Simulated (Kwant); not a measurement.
System: wire with a side stub in a In0.53Ga0.47As two-dimensional gas. Effective mass 0.041 mₑ, grid spacing 4.2 nm, hard walls, nominal width 100 nm (23 grid rows, so walls 100.8 nm apart), one parabolic valley, scattering region 300 nm long along x; energies count from the band bottom; Fermi energy swept from 0.00073372 to 0.0087129 eV. Closed stub on one side, 130 nm wide and 130 nm deep.

Constants are typed, rounded textbook-type inputs, not results; the design itself was drawn at random and stands for no fabricated device.

Kwant, effective-mass tight-binding model on a square grid, one spin, coherent transport at 0 K. Conductance is in e²/h.

Problem. How many channels do the leads carry at E = 4.82, 5.03, 5.70 meV?

Solution. The hard-wall thresholds are n² ħ²π²/(2mW²) = n² × 0.903 meV with W = 100.8 nm. √(4.82/0.903) = 2.31, so 2. √(5.03/0.903) = 2.36, so 2. √(5.70/0.903) = 2.51, so 2.
